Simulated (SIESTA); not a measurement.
Checking a run of SIESTA on MnPt (P4/mmm, 2 atoms in the cell). The aim is a self-consistent single point with DFT, GGA PBEsol, numerical atomic orbitals DZP, PseudoDojo PBEsol standard norm-conserving potentials (rewritten from UPF to PSML).

This input was run:

```
# files in the folder: Pt.psml Mn.psml (PseudoDojo PBEsol standard)
SystemName  MnPt
SystemLabel MnPt

NumberOfAtoms                2
NumberOfSpecies              2
%block ChemicalSpeciesLabel
  1 78 Pt
  2 25 Mn
%endblock ChemicalSpeciesLabel
LatticeConstant              1.0 Ang
%block LatticeVectors
     2.830000000    0.000000000    0.000000000
     0.000000000    2.830000000    0.000000000
     0.000000000    0.000000000    3.660000000
%endblock LatticeVectors
AtomicCoordinatesFormat      ScaledCartesian
%block AtomicCoordinatesAndAtomicSpecies
     1.415000000    1.415000000    1.830000000  1
     0.000000000    0.000000000    0.000000000  2
%endblock AtomicCoordinatesAndAtomicSpecies

XC.functional                GGA
XC.authors                   PBEsol
PAO.BasisSize                DZP
PAO.EnergyShift              0.2 Ry
MeshCutoff                   400 Ry
%block kgrid.MonkhorstPack
   12   0   0  0.0
    0  12   0  0.0
    0   0   9  0.0
%endblock kgrid.MonkhorstPack
OccupationFunction           FD
ElectronicTemperature        100.0 meV
Spin                         polarized
%block DM.InitSpin
  1 +0.00
  2 +4.00
%endblock DM.InitSpin

MaxSCFIterations             150
SCF.Mixer.Method             Broyden
SCF.Mixer.Weight             0.1
SCF.Mixer.History            8
SCF.DM.Tolerance             1.0E-05
Diag.ParallelOverK           true
WriteForces                  true
Charge.Mulliken              end
```

The program printed (abridged):

```
reinit: Reading from file input.fdf

reinit: System Name: MnPt
reinit: System Label: MnPt

NOTE on units for spin output:
{S} is the spin magnetic moment, in units of the Bohr magneton,
assuming a g-factor for the electron spin of exactly 2.
   [... lines left out ...]
diag: Absolute tolerance                            =  0.100E-15
diag: Orthogonalization factor                      =  0.100E-05
diag: Memory factor                                 =  1.0000

superc: Internal auxiliary supercell:     5 x     5 x     3  =      75
superc: Number of atoms, orbitals, and projectors:    150   2850   3750

                        Single-point calculation

superc: Internal auxiliary supercell:     5 x     5 x     3  =      75
superc: Number of atoms, orbitals, and projectors:    150   2850   3750

outcell: Unit cell vectors (Ang):
        2.830000    0.000000    0.000000
        0.000000    2.830000    0.000000
        0.000000    0.000000    3.660000

outcell: Cell vector modules (Ang)   :    2.830000    2.830000    3.660000
outcell: Cell angles (23,13,12) (deg):     90.0000     90.0000     90.0000
outcell: Cell volume (Ang**3)        :     29.3126
new_DM -- step:     1
Initializing Density Matrix...

Attempting to read DM from file... Failed...
DM filled with atomic data (user-defined):

InitMesh: MESH = 36 x 36 x 48 = 62208
InitMesh: Mesh cutoff (required, used) =   400.000   447.233 Ry

stepf: Fermi-Dirac step function
        iscf     Eharris(eV)        E_KS(eV)     FreeEng(eV)     dDmax    Ef(eV) dHmax(eV)
   scf:    1    -6266.708398    -6374.090762    -6374.197615  0.693894 18.291927 59.723605
     spin moment: {S} , |S| = {        0.0        0.0    1.55636 }     1.55636
   scf:    2    -6370.865813    -6406.467053    -6406.574993  0.925711 15.622824 43.021461
     spin moment: {S} , |S| = {        0.0        0.0    4.07501 }     4.07501
   scf:    3    -6428.068608    -6425.955007    -6426.115190  0.422116 14.574646 26.178475
   [... lines left out ...]
     spin moment: {S} , |S| = {        0.0        0.0    4.68220 }     4.68220
   scf:   16    -6448.709563    -6448.709555    -6448.746599  0.000054  7.983087  0.000702
     spin moment: {S} , |S| = {        0.0        0.0    4.68224 }     4.68224
   scf:   17    -6448.709561    -6448.709558    -6448.746599  0.000011  7.983062  0.000621
     spin moment: {S} , |S| = {        0.0        0.0    4.68225 }     4.68225
   scf:   18    -6448.709559    -6448.709559    -6448.746599  0.000005  7.983069  0.000552
     spin moment: {S} , |S| = {        0.0        0.0    4.68225 }     4.68225
SCF Convergence by DM+H criterion
max |DM_out - DM_in|         :     0.0000050134
max |H_out - H_in|      (eV) :     0.0005521796
SCF cycle converged after 18 iterations

Using DM_out to compute the final energy and forces

siesta: E_KS(eV) =            -6448.7096

siesta: E_KS - E_eggbox =     -6448.7096

siesta: Atomic forces (eV/Ang):
     1   -0.000000   -0.000000   -0.000000
     2    0.000000    0.000000    0.000000
   Tot    0.000000   -0.000000    0.000000
   Max    0.000000
   Res    0.000000    sqrt( Sum f_i^2 / 3N )
   Max    0.000000    constrained

Stress tensor Voigt[x,y,z,yz,xz,xy] (kbar):     2162.63     2162.63     1743.58       -0.00        0.00        0.00
(Free)E + p*V (eV/cell)    -6485.7574
Target enthalpy (eV/cell)    -6448.7466

   [... lines left out ...]
siesta: FreeEng =     -6448.746599
siesta: Cell volume =         29.312574 Ang**3
siesta:       -2022.94771349      -2022.94771349  kBar
   [... lines left out ...]
              0.249   0.010   0.040   0.008   0.040   0.024  -0.003  -0.010

             -0.003  -0.010  -0.008

mulliken: Qtot =       14.159

Mulliken Atomic Populations:
Atom #   charge [q] valence [e]      Sz [e]  Species
     1     0.178231   17.821769    0.166789  Pt
     2    -0.178231   15.178231    4.515466  Mn
 Total    -0.000000                4.682255
```

Problem. Is anything amiss in this input, and did it matter?

Solution. The run is not sound. The fault is an energy shift that confines the orbitals too tightly. A large shift gives short orbitals and a poorer basis. To fix it, use a small shift. The run converged in 18 iterations without an error; against the sound input the free energy goes up by 31.3 eV/atom, the pressure goes from -5.55 to -202.3 GPa and the size of the net moment goes from 2.12 to 2.34 μB/atom.

The sound input it was made from differs as follows (other fixes are possible):
```diff
-PAO.EnergyShift              0.2 Ry
+PAO.EnergyShift              0.01 Ry
```

With that input, the run converged in 15 iterations: free energy E − TS -6511.3192 eV; Fermi level (on the code's own zero) -2.78 eV; pressure -5.55 GPa; size of the cell's spin moment 4.24 μB; site moments (μB, in the program's spheres or projections) Pt 0.16, Mn 4.08 (DFT, GGA PBEsol, numerical atomic orbitals DZP, PseudoDojo PBEsol standard norm-conserving potentials (rewritten from UPF to PSML)).

On the sound input: the starting cell comes from a database of published, mostly measured structures (it also holds non-ambient and calculated ones), without a prior relaxation at this level. With one magnetic atom in the cell only a parallel order is possible. Values carry the incompleteness of an atom-centred basis. With a pressure of about -6 GPa the cell is away from its equilibrium volume at this level.
